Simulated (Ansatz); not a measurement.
The parent structure is Ag in the fcc (Cu type) structure (space group Fm-3m, No. 225; a = 4.149 Å). Axes: x, y, z lie along the cube axes.

Method: Kohn–Sham DFT with the PBE functional, run in Ansatz (a first-principles code) with PAW and 420 eV plane waves, without spin-orbit coupling.

The change: every lattice vector is stretched by 2.55 %, atoms relaxed at fixed cell.

Task: Predict the stress tensor and what it implies for the stiffness.

Result: Stress of the strained cell less that of the base (GPa, compression positive):
```
   -5.5     0.0     0.0
    0.0    -5.5     0.0
    0.0     0.0    -5.5
```

Then B = −ΔP/(ΔV/V₀) with ΔV/V₀ = 0.0785 gives secant stiffness values (nonlinear terms included at this strain): B ≈ 70 GPa.

As a check, the harmonic strain energy −½ V₀ Δσ:ε is 23 meV/atom; the computed energy rise is 26 meV/atom.

No phonon test of stability was made.
